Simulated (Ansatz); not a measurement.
```
CELL_PARAMETERS angstrom
      0.00000     1.80284     1.80284
      1.80284     0.00000     1.80284
      1.80284     1.80284     0.00000
ATOMIC_POSITIONS crystal
  B  0.00000 0.00000 0.00000
  N  0.75000 0.75000 0.75000
```

Calculation: PBEsol, rigid bands (plane waves, PAW, scalar-relativistic; Ansatz, a first-principles code). Geometry: cell and atoms relaxed with PBEsol.

### Question
What conductivity effective mass do dilute electrons have at 300 K?

### Answer
0.39 mₑ.

### Question
Predict the hole conductivity mass (n e² τ/σ) at 300 K, by direction if it differs.

### Answer
0.69 mₑ.

### Question
And the band gap?

### Answer
4.30 eV at this level; semilocal functionals usually fall short of the measured gap.

Rigid bands, one relaxation time for all states, no polarons. Spin-orbit coupling is left out.
